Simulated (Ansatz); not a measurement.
CuI: pressure 100 GPa

The parent structure is CuI in the zinc blende structure (space group F-43m, No. 216; a = 6.023 Å).

One thing is altered: a hydrostatic pressure of 100 GPa.

Method: Kohn–Sham DFT with the r2SCAN functional, run in Ansatz (a program for electronic structure) with PAW and 500 eV plane waves, scalar-relativistic without spin-orbit coupling. k-mesh 10×10×10 (Γ-centred); smearing 0.05 eV (Fermi–Dirac).

The volume per atom drops by 11.66 Å³, from 27.31 Å³ to 15.65 Å³ and the lattice parameter a falls by 1.927 bohr (11.381 bohr → 9.454 bohr). The shortest interatomic distance shrinks by 0.8346 bohr (4.928 bohr → 4.094 bohr) and the enthalpy H = E + PV relative to the base's energy amounts to +11.87 eV/atom. The band gap shrinks by 0.36 eV, from 1.67 eV to 1.31 eV and the gap character changes from direct at Γ to indirect, Γ → Γ–X (88 % along). The smallest direct gap grows by 2.22 eV (1.67 eV → 3.89 eV) and the width of the top valence band goes up by 3.453 eV (1.56 eV → 5.02 eV). The hole mass (degenerate bands, along [100]) becomes 0.21, 0.21, 0.25 mₑ (at Γ) (base: 0.29, 0.71, 0.71 mₑ (at Γ)).

With I present, leaving out spin-orbit coupling can change the band edges. Load acts through the strain it causes; cell and atoms are relaxed under it. Effective masses come from finite differences of ±0.01 Å⁻¹. No phonon test of stability was made. Tetrahedral semiconductors of this kind turn to denser phases somewhere between about 1 and 50 GPa; those were not computed, so compressed cells here can lie past the real transition. The final runs are not spin-polarised.
